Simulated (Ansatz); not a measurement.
TiAl (space group P4/mmm, No. 123)

```
CELL_PARAMETERS angstrom
      2.81292     0.00000     0.00000
      0.00000     2.81292     0.00000
      0.00000     0.00000     4.05841
ATOMIC_POSITIONS crystal
  Al 0.50000 0.50000 0.50000
  Ti 0.00000 0.00000 0.00000
```

Computed with r2SCAN (Ansatz, a first-principles code; PAW; 500 eV plane waves; scalar-relativistic without spin-orbit coupling). Settings: 16×16×12 k-points, 0.05 eV Fermi–Dirac smearing.

The volume per atom is 16.06 Å³, the density is 3.87 g/cm³ and the band gap is zero. The total energy is -1522.843 eV/atom (σ→0; compares only within this code and set-up).

Whether these cells are dynamically stable was not tested. The final runs are not spin-polarised.
